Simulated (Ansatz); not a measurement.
## Ti: stress against strain

Ti (hcp, P6_3/mmc, 17.325 Å³/atom at rest, c along z) under a strain ε along c (axis z), the other axes held. r2SCAN in Ansatz, a plane-wave DFT program (PAW, default set), 500 eV, 23×23×13 Γ-centred mesh, Fermi-Dirac smearing 0.10 eV; ions are relaxed within the symmetry of each cell. Stress is positive for a compressed cell.

Here s stands for strain and y for stress zz.

| strain (%) | stress zz (GPa) |
|---|---|
| -3.00 | ? |
| -1.50 | 3.04 |
| -1.00 | 2.01 |
| -0.50 | 1.00 |
| 0.00 | 0.01 |
| 0.50 | -0.96 |
| 1.00 | -1.92 |
| 1.50 | -2.85 |

Taking a straight line for y over the 7 complete rows: Means: s 0, y 0.047. About the means, the sum of products is -13.745 and the sum of squares of s is 7.0000; the slope is their ratio. Least squares gives y = 0.047 - 1.9636·s. Residuals (row less fit): 0.048, -0.001, -0.029, -0.037, -0.025, -0.003, 0.048; standard error 0.039 (degrees of freedom: 5). The slope gives the elastic constant C33 = 196 ± 1.5 GPa.

### Question
Estimate the missing y (s = -3.00); what did the run itself give?

### Answer
y = 0.047 - 1.9636 × (-3.0) = 5.938 GPa. The calculation gives 6.28 GPa, 0.342 GPa above the prediction (3.7 % of the range of y in the table). The row lies outside the fitted rows, so this is an extrapolation. From the scatter of the fitted rows alone, a prediction at this place has a standard error of 0.060 GPa, so the miss is 5.7 times that.

One order more, fitted to all 13 runs of the series, follows each within 0.01, so the miss is the next term of a smooth law. In a metal these values are sensitive to mesh and smearing; energies are taken to zero smearing, stresses follow the free energy. Rows are the converged runs of the series near zero and its far end; series whose fitted rows scatter by over a few per cent of the range, as at a crossing or softening among them, aren't shown in this form. Most that stay on the fit to the last digits aren't either.
